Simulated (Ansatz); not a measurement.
# KCl: band gap against strain

KCl (rock salt, Fm-3m, 30.411 Å³/atom at rest) under an equal strain ε in the (111) plane with the normal axis free, as in a coherent film. PBEsol in Ansatz, a plane-wave DFT program (PAW, default set), 420 eV, 9×9×9 Γ-centred mesh, Fermi-Dirac smearing 0.05 eV; ions are relaxed within the symmetry of each cell. Gaps are the smallest over the k-mesh and a band path, without spin-orbit coupling; in all rows the valence edge lies at Γ and the conduction edge at Γ.

Here s stands for strain and Eg for gap.

```csv
strain (%),gap (eV)
-2.50,?
-1.25,5.122
-0.83,5.116
-0.42,5.109
0.00,5.103
```

Taking a straight line for Eg over the 4 complete rows: Means: s -0.62500, Eg 5.1125. About the means, the sum of products is -0.013310 and the sum of squares of s is 0.86530; the slope is their ratio. Least squares gives Eg = 5.1029 - 0.01538·s. Residuals (row less fit): -0.0001, 0.0003, -0.0004, 0.0001; standard error 0.0004 (degrees of freedom: 2). Over these rows the gap moves by -1.5 ± 0.04 eV per unit strain.

Q: Estimate the missing Eg (s = -2.50); what did the run itself give?

A: Eg = 5.1029 - 0.01538 × (-2.50) = 5.1414 eV. The calculation gives 5.137 eV, 0.0044 eV below the prediction (12.9 % of the range of Eg in the table). The row lies outside the fitted rows, so this is an extrapolation. The fitted rows scatter only by rounding.

One order more, fitted to all 7 runs of the series, follows each within 0.001, so the miss is the next term of a smooth law. Rows are the converged runs of the series near zero and its far end; series whose fitted rows scatter by over a few per cent of the range, as at a crossing or softening among them, aren't shown in this form. Most that stay on the fit to the last digits aren't either.
